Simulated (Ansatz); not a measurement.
Output of an Ansatz run (abridged):

```
WARN ansatz: RAYON_NUM_THREADS=1 ignored (pool sized by the plan → 1); use --threads N
basis.fft_grid_basis auto: the FFT boxes are laid along the combinations [[1, 0, -1], [0, 1, -1], [0, 0, 1]] of the cell's own vectors, 4.516, 4.516 and 11.296 …
Pseudopotentials: kind: paw
Pseudopotential: Bi, paw, valence charge 15
Pseudopotential: Te, paw, valence charge 16
Crystal: 5 atoms, lattice volume = 194.143 Å³
Basis set: ecut = 420.4159175005146 eV, 3823 PW (Γ), FFT grids on a1−a3, a2−a3, a3, exchange–correlation on 64×64×160 points (8 copies of the dense FFT grid, shifted against one another)
Bands: 47, of which v1, the nominal top of the filled ones, is band 39 counted from 1 (38 counted from 0)
Symmetry: 12 space group operations
Space group: R-3m (ITA 166), of the structure as read, at distance tolerance 5.8e-5 Å
k-points: 13 of 64
Initial density: superposition of atomic densities (neutral atoms: chi_scale 0, normalization atom), corrected by the library's trained network
Initial wavefunctions: pseudopotential atomic-orbital guess
Eigensolver: davidson
Functional: x = pbe(κ = 0.804, μ = 0.2195149727645171), c = pbe(β = 0.06672455060314922)
SCF iter   1: F=—  HF=-45734.118535 eV  |F-HF|=—  |Δ(HF+E_count)|=         —  Δρ=1.16e-3  dr2=4.51e-3  ethr=1.77e-3  ⟨swp⟩=8.8  Hψ=2602  notcnv=0
all-band conjugate gradients solve this SCF's bands
preconditioner: auto → Resta (q_TF=auto, 2.344 Å⁻¹)
SCF iter   2: F=—  HF=-45734.114986 eV  |F-HF|=—  |Δ(HF+E_count)|=   3.55e-3  Δρ=5.34e-4  dr2=1.41e-3  ethr=5.79e-6  ⟨swp⟩=2.5  Hψ=1319  notcnv=0  defer=20
SCF iter   3: F=—  HF=-45734.115149 eV  |F-HF|=—  |Δ(HF+E_count)|=   1.63e-4  Δρ=3.28e-4  dr2=3.28e-4  ethr=1.81e-6  ⟨swp⟩=2.1  Hψ=702  notcnv=0  defer=20
SCF iter   4: F=—  HF=-45734.115316 eV  |F-HF|=—  |Δ(HF+E_count)|=   1.67e-4  Δρ=1.22e-4  dr2=3.33e-5  ethr=4.20e-7  ⟨swp⟩=2.5  Hψ=837  notcnv=0  defer=20
SCF iter   5: F=—  HF=-45734.115372 eV  |F-HF|=—  |Δ(HF+E_count)|=   5.61e-5  Δρ=4.54e-5  dr2=5.82e-6  ethr=4.27e-8  ⟨swp⟩=2.0  Hψ=773  notcnv=0  defer=20
SCF iter   6: F=—  HF=-45734.115380 eV  |F-HF|=—  |Δ(HF+E_count)|=   7.69e-6  Δρ=1.34e-5  dr2=5.20e-7  ethr=7.46e-9  ⟨swp⟩=2.0  Hψ=773  notcnv=0  defer=20
SCF iter   7: F=-45734.115381 eV  HF=-45734.115381 eV  |F-HF|=2.83e-9  |Δ(HF+E_count)|=   7.30e-7  Δρ=3.79e-6  dr2=6.65e-8  ethr=1.28e-10  ⟨swp⟩=11.1  Hψ=2915  notcnv=0
SCF 1 converged in 7 iterations: F = -45734.115381 eV  dr2 = 6.65e-8
SCF converged after 7 iterations
Free energy (F): -45734.115381 eV
Harris-Foulkes:  -45734.115381 eV  (|F-HF|=2.83e-9)
Internal energy: -45734.115381 eV  (E = F + TS)
E sigma→0 (E₀):  -45734.115381 eV
Fermi energy:    7.323478 eV
--- Per-component energies (eV) ---
  E_band       = -1126.587010
  E_kinetic    = 1138.331646
  E_local      = -7764.084097  (includes V_loc(G=0)·N_el)
  E_nonlocal   = 191.428681
  E_hartree    = 3808.701530
  E_xc         = -673.204824
  E_vxc        = -597.414706  (∫ρ·V_xc dr)
  E_paw        = -35312.800532  (= ΣΔE_a)
  E_vpaw       = -1712.251613  (= ΣTr[D̂ρ^β])
  E_aug_tail   = -0.001444  (compensation charges beyond the density's cutoff)
  E_ewald      = -7122.486342
  E_smearing   = -0.000000  (= −TS)
  E_closure    = -0.000000  (closes the sum)
  Σ components = -45734.115381   (vs F -45734.115381, Δ=0.00e0)
--- Forces (eV/Å), atoms counted from 1 ---
  atom   1  Bi     0.00000000     0.00000000    -0.08335387
  atom   2  Bi     0.00000000    -0.00000000     0.08335387
  atom   3  Te     0.00000000     0.00000001    -0.33249846
  atom   4  Te     0.00000000    -0.00000001     0.33249846
  atom   5  Te    -0.00000000     0.00000000     0.00000000
  max |Σ_I F_I| component: 1.11e-16 eV/Å
--- Stress (GPa, compression-positive) ---
       -1.969228       0.000000       0.000000
        0.000000      -1.969228       0.000000
        0.000000       0.000000      -2.128433
  P = ⅓ Tr σ = -2.0223 GPa (-20.223 kbar)
  The stress holds the Pulay correction. Without it, at fixed plane waves, as pw.x and ABINIT print it: P = -2.0459 GPa
--- Band table (eV; the first three rows and the last of 13) ---
  k-point 0: bands = ["-29.1162", "-29.1162", "-29.1161", "-29.1161", "-29.1057", "-29.1057", "-29.1051", "-29.1051", "-29.1011", "-29.1010", "-28.9481", "-28.9366", "-28.9366", "-28.8968", "-28.8968", "-15.8057", "-15.8057", "-15.8049", "-15.8049", [...]
  k-point 1: bands = ["-29.1162", "-29.1161", "-29.1159", "-29.1157", "-29.1058", "-29.1058", "-29.1052", "-29.1050", "-29.1009", "-29.1008", "-28.9479", "-28.9367", "-28.9366", "-28.8968", "-28.8965", "-15.8085", "-15.8074", "-15.8032", "-15.8022", [...]
  k-point 2: bands = ["-29.1162", "-29.1161", "-29.1155", "-29.1153", "-29.1059", "-29.1058", "-29.1054", "-29.1050", "-29.1007", "-29.1006", "-28.9477", "-28.9368", "-28.9366", "-28.8968", "-28.8961", "-15.8120", "-15.8107", "-15.8048", "-15.8031", [...]
  k-point 12: bands = ["-29.1162", "-29.1162", "-29.1161", "-29.1161", "-29.1057", "-29.1057", "-29.1050", "-29.1050", "-29.1011", "-29.1010", "-28.9481", "-28.9366", "-28.9366", "-28.8968", "-28.8968", "-15.8057", "-15.8057", "-15.8049", [...]
```

The structure:

```xyz
5
Lattice="2.2581 1.3037 10.9911 -2.2581 1.3037 10.9911 0.0000 -2.6074 10.9911" Properties=species:S:1:pos:R:3 pbc="T T T"
Bi     0.0000     0.0000    19.8886
Bi     0.0000     0.0000    13.0848
Te     0.0000     0.0000    25.8245
Te     0.0000     0.0000     7.1489
Te     0.0000     0.0000     0.0000
```

Q: Reconstruct the input of this run.

A: Other spellings and defaults could give the same log, and not every line can be read from it. The input that was run (DFT, PBE, plane waves, default PAW files):

Ansatz 0.2 input:
```yaml
# Bi2Te3
crystal:
  lattice:
    - [2.258106, 1.303718, 10.991137]
    - [-2.258106, 1.303718, 10.991137]
    - [0.000000, -2.607437, 10.991137]
  atoms:
    - { symbol: Bi, position: [0.603170, 0.603170, 0.603170] }
    - { symbol: Bi, position: [0.396830, 0.396830, 0.396830] }
    - { symbol: Te, position: [0.783193, 0.783193, 0.783193] }
    - { symbol: Te, position: [0.216807, 0.216807, 0.216807] }
    - { symbol: Te, position: [0.000000, 0.000000, 0.000000] }
basis:
  ecutwfc: 30.9 Ry
kpoints:
  mp_grid: { grid: [4, 4, 4] }
hamiltonian:
  xc: pbe
  pseudopotentials: { kind: paw }
scf:
  occupations: { method: fermi_dirac, width: 0.0015 Ry }
output:
  forces: true
  eigenvalues: true
  stress: true
```

The starting cell comes from a database of computed structures (which also holds hypothetical and non-ambient phases and stackings), without a prior relaxation at this level. Its lattice was rescaled by a random factor within 2.5 % of one. Spin-orbit coupling is off. Ansatz's pressure includes its estimate of the finite-basis (Pulay) stress.

Ansatz is a program for electronic structure.
